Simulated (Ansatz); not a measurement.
The parent structure is ScAl$_{3}$ in the Cu3Au type structure (space group Pm-3m, No. 221; a = 4.0725 Å; relaxed with 0.1 eV smearing). Axes: x, y, z lie along the cube axes.

All numbers come from PBEsol (Ansatz, a first-principles code; PAW; 420 eV plane waves; no spin-orbit coupling).

Base values:

```
Quantity   Result
--------  -------
Pressure  0.0 GPa
```

Now apply this change: biaxial strain −1.80 %, plane normal [001], relaxed out of plane (Cartesian); in-plane vectors clamped, the third vector and the atoms free.

What does the calculation give for the pressure after the change?

The pressure (mean of the normal stresses, compression positive) goes from zero to 2.8 GPa.

Predict the new energy relative to the base.

The energy increases by 7.7 meV/atom.

How does this affect the out-of-plane strain?

The out-of-plane strain comes out as +0.80 %.

Whether these cells are dynamically stable was not tested. The final runs are not spin-polarised.
